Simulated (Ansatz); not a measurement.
Si (Fd-3m), Ansatz (a program for electronic structure) with PBEsol with spin-orbit coupling, rigid bands: N_c = 3.01e19 cm⁻³ at 300 K and an electron conductivity mass of 0.283 mₑ.

Q: For 1e17 electrons per cm³ at 300 K, place the Fermi level, estimate the Seebeck coefficient of a parabolic band with constant τ, and give mobility and conductivity for τ = 20 fs.

A: The level lies k_BT ln(N_c/n) = 0.148 eV below the conduction-band minimum. S ≈ −(k_B/e)[ln(N_c/n) + 5/2] = -707 μV/K, against -703 μV/K from the full bands (mean over directions). μ = eτ/m = 124 cm²/(V·s) and σ = neμ = 1.99 S/cm. τ is assumed, not computed.

Band transport and this doping are assumed; polarons and phonon drag are left out.
